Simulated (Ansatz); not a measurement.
Take BP in the zinc blende structure (space group F-43m, No. 216; a = 4.520 Å) as the base. Axes: x, y, z lie along the cube axes.

Calculations: PBEsol (Ansatz, a program for electronic structure, PAW, spin-orbit coupling left out).

Before the change:

The band gap comes out as 1.11 eV and the smallest direct gap is 3.38 eV. The valence-band top at Γ is 0.00, 0.00, 0.00 eV.

Modification: the cell is compressed by 0.50 % along z with no lateral relaxation, atoms relaxed at fixed cell.

Task: What does the calculation give for the stress after the change?

Result: The stress (xx, yy, zz, yz, xz, xy; compression positive) comes out as (0.41, 0.41, 1.74, 0.00, 0.00, 0.00) GPa.

Task: What happens to the band gap?

Result: The band gap falls by 0.08 eV to 1.03 eV.

Task: What does the calculation give for the smallest direct gap after the change?

Result: The smallest direct gap falls by 0.04 eV, from 3.38 eV to 3.34 eV.

Task: Predict the new valence-band top at Γ.

Result: The valence-band top at Γ (three highest levels, from the VBM) becomes 0.00, -0.05, -0.05 eV (base: 0.00, 0.00, 0.00 eV).

The cells carry an imposed strain or load. Stability against distortions was not tested.
